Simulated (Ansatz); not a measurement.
The starting structures come from a database of crystals and need not be the phases stable at ambient conditions.

Tunnelling through a barrier is set by its complex band structure: the current falls as exp(−2κd) with the smallest κ.

Data:

```
CELL_PARAMETERS angstrom
      4.74274     0.00000     0.00000
      0.00000     5.10380     0.00000
      0.00000     0.00000     5.65073
ATOMIC_POSITIONS crystal
  Zr 0.00000 0.50000 0.42203
  Zr 0.50000 0.00000 0.57797
  Ti 0.00000 0.00000 0.07107
  Ti 0.50000 0.50000 0.92893
  O  0.26329 0.82311 0.87517
  O  0.73671 0.17689 0.87517
  O  0.76329 0.67689 0.12483
  O  0.23671 0.32311 0.12483
  O  0.71680 0.66019 0.64871
  O  0.28320 0.33981 0.64871
  O  0.21680 0.83981 0.35129
  O  0.78320 0.16019 0.35129
```

Space group of this cell: P2_12_12. The cell is taken as given; by r2SCAN its mean pressure is -0.6 GPa.

Transport runs along the normal of the first two printed cell vectors.

The gap is the functional's own. No spin-orbit coupling. Mid-gap values are interpolated on the energy grid.

Question: State the band gap and the smallest decay constant κ at mid-gap according to Ansatz (a program for electronic structure) with r2SCAN.

Answer: Gap 3.12 eV on a 6×6×6 mesh; κ = 0.388 1/Å, at the zone centre.
